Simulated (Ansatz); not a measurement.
Short convergence ladders for CdHgSe2 (R3m, 4 atoms in the cell)

```yaml
crystal:
  lattice:
    - [2.17039, 1.25308, 7.08105]
    - [-2.17039, 1.25308, 7.08105]
    - [0.00000, -2.50615, 7.08105]
  atoms:
    - { symbol: Cd, position: [0.50268, 0.50268, 0.50268] }
    - { symbol: Hg, position: [0.99985, 0.99985, 0.99985] }
    - { symbol: Se, position: [0.87420, 0.87420, 0.87420] }
    - { symbol: Se, position: [0.37560, 0.37560, 0.37560] }
```

Base method: PBEsol, default PAW files made with PBE (plane waves; Ansatz, a first-principles code).

Base settings: basis.ecutwfc = 30.9 Ry; kpoints.mp_grid.grid = 5 5 5; hamiltonian.xc = pbesol; hamiltonian.pseudopotentials = {kind: paw} (the program's default PAW files); scf.occupations.method = gaussian; scf.occupations.width = 0.0073 Ry.

The count of work is k-points × plane waves × bands × iterations; it is no time. Core times come from one kind of shared machine, to one figure; runs under 30 s give none.

**The cutoff for other potential files**

Level: DFT, PBEsol, plane waves, harder PAW files (source: ansatz) made with PBE.

In this ladder: hamiltonian.pseudopotentials = {kind: paw, source: ansatz}.

The second cell is the first with its lattice scaled by 0.98.

The mesh stays at the base's, so the ladder's end is converged at best in this setting alone.

The first pressure column holds Ansatz's estimate of the finite-basis (Pulay) stress, which hides part of the cutoff error; the other is without it.

Only quantities that move along the ladder and can be compared are tabulated.

| basis.ecutwfc | free energy less the last step's (meV/atom) | energy of the compressed cell less the first (meV/atom) | pressure (GPa) | pressure without the Pulay estimate (GPa) | largest difference of a force vector from the last step's (eV/Å) | count of work / last |
|---|---|---|---|---|---|---|
| 22.8 Ry | 5073.25 | -3.32 | -1.48 | -138.55 | 0.119 | 0.11 |
| 27.9 Ry | 922.24 | 6.01 | -0.89 | -33.84 | 0.032 | 0.14 |
| 35.6 Ry | 56.36 | 10.61 | -0.63 | -3.47 | 0.001 | 0.21 |
| 43 Ry | 2.85 | 10.52 | -0.62 | -0.80 | 0.000 | 0.27 |
| 50.7 Ry | 0.42 | 10.50 | -0.62 | -0.62 | 0.000 | 0.36 |
| 61 Ry | 0.21 | 10.50 | -0.62 | -0.62 | 0.000 | 0.46 |
| 76.1 Ry | 0.10 | 10.50 | -0.62 | -0.62 | 0.000 | 0.65 |
| 101.4 Ry | 0.00 | 10.50 | -0.62 | -0.62 | 0.000 | 1.0 |

Coarsest basis.ecutwfc that holds the forces within 0.01 eV/Å of the last step, with all finer ones: 35.6 Ry, at 0.21 of the last step's count of work; the step before is off by 0.032 eV/Å.

Coarsest basis.ecutwfc that holds the energy of the compressed cell less the first within 0.2 meV/atom of the last step, with all finer ones: 35.6 Ry, at 0.21 of the last step's count of work; the step before is off by 4.5 meV/atom.

Coarsest basis.ecutwfc that holds the free energy within 2 meV/atom of the last step, with all finer ones: 50.7 Ry, at 0.36 of the last step's count of work; the step before is off by 2.8 meV/atom.

The energy difference between the two cells stays within 1 meV/atom of the last step's from 35.6 Ry on, the total only from 50.7 Ry on: much of the error is common to both cells and cancels.

At the lowest cutoff the pressure without the Pulay estimate lies 138 GPa under the last step's, the usual sign of Pulay stress in an incomplete plane-wave basis.

**The density cutoff**

The mesh stays at the base's, so the ladder's end is converged at best in this setting alone.

Only quantities that move along the ladder and can be compared are tabulated.

| basis.ecutrho_ratio | free energy less the last step's (meV/atom) | pressure (GPa) |
|---|---|---|
| 2 | -2.50 | -0.52 |
| 3 | -0.04 | -0.64 |
| 4 | -0.01 | -0.64 |
| 5 | 0.00 | -0.64 |
| 6 | 0.00 | -0.64 |
| 8 | 0.00 | -0.64 |
| 10 | 0.00 | -0.64 |
| 12 | 0.00 | -0.64 |
| 16 | 0.00 | -0.64 |

Coarsest basis.ecutrho_ratio that holds the pressure within 0.1 GPa of the last step, with all finer ones: 3; the step before is off by 0.12 GPa.

Coarsest basis.ecutrho_ratio that holds the free energy within 0.5 meV/atom of the last step, with all finer ones: 3; the step before is off by 2.5 meV/atom.

**The relaxed cell against the cutoff**

On CdHgSe₂ (R3m, 4 atoms in the cell): atoms on their sites.

In this ladder: relax = cell and atoms.

The mesh stays at the base's, so the ladder's end is converged at best in this setting alone.

Only quantities that move along the ladder and can be compared are tabulated.

```tsv
basis.ecutwfc	relaxed volume (Å³/atom)	relaxation steps	core time / last (rough)
18.4 Ry	28.624	29	0.8
21.7 Ry	28.636	9	0.4
26.1 Ry	28.515	6	0.4
30.9 Ry	28.514	4	–
37.1 Ry	28.513	4	0.6
46.3 Ry	28.512	4	0.5
61.7 Ry	28.512	4	1
```

Coarsest basis.ecutwfc that holds the relaxed volume within 0.057 Å³/atom of the last step, with all finer ones: 26.1 Ry, at about 0.4 of the last step's time; the step before is off by 0.12 Å³/atom.

At the lowest cutoff the cell relaxes to a volume 0.4 % larger than at the highest. Ansatz relaxes on a stress corrected for the finite basis.

On the base run: the starting cell comes from a database of computed structures (which also holds hypothetical and non-ambient phases and stackings), without a prior relaxation at this level. Its lattice was rescaled by up to half a per cent. One atom was moved a little off its site on purpose. The run gives no clean gap (levels at the Fermi energy touch, overlap or are partly filled at this smearing), which alone does not show that the compound is a metal.

Left out of this page: 1 run of the series stopped by limits of time or memory.

Keys are those of Ansatz 0.2.
